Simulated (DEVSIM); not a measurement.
Device: illuminated GaAs p-on-n cell, one wavelength, at 300 K.

Layer 1 from the left is GaAs, thickness (μm) 0.150, Na (cm⁻³) 1.4e18, τn (s) 8.9e-12, τp (s) 1.1e-10, absorption coefficient (cm⁻¹) 76000. Layer 2 from the left is GaAs, thickness (μm) 1.50, Nd (cm⁻³) 4.9e16, τn (s) 8.1e-10, τp (s) 8.1e-10, absorption coefficient (cm⁻¹) 76000.

Left contact: ohmic, minority electron recombination velocity 1000 cm/s. Right contact: ohmic, minority hole recombination velocity 40000 cm/s. Voltage is applied to the left contact. Recombination: SRH at mid-gap, radiative, Auger. Light enters at the left, 1.2e17 photons cm⁻² s⁻¹, one pass, no reflection. Mobility is constant in doping.

This is a model device: material constants are rounded textbook-type values typed into the input, and sizes, dopings and lifetimes were drawn at random. Values at 300 K.

GaAs: gap (eV) 1.424, affinity (eV) 4.07, permittivity 12.9, Nc (cm⁻³) 4.7e17, Nv (cm⁻³) 9e18, μn (cm²/Vs) 8500, μp (cm²/Vs) 400, B (cm³/s) 2e-10, Cn (cm⁶/s) 1e-30, Cp (cm⁶/s) 1e-30.

DEVSIM, 1D drift-diffusion, Boltzmann statistics, complete ionisation; no tunnelling, impact ionisation, image-force lowering or self-heating.

**Question.** What does the simulation give for the dark forward voltage at 1 A/cm², the potential step across the device at zero bias, the share of generated pairs collected at short circuit, the largest field in the device at zero bias?

**Answer.** dark forward voltage at 1 A/cm² 1.035 V; potential step across the device at zero bias 1.317 V; share of generated pairs collected at short circuit 0.962; largest field in the device at zero bias 130000 V/cm.
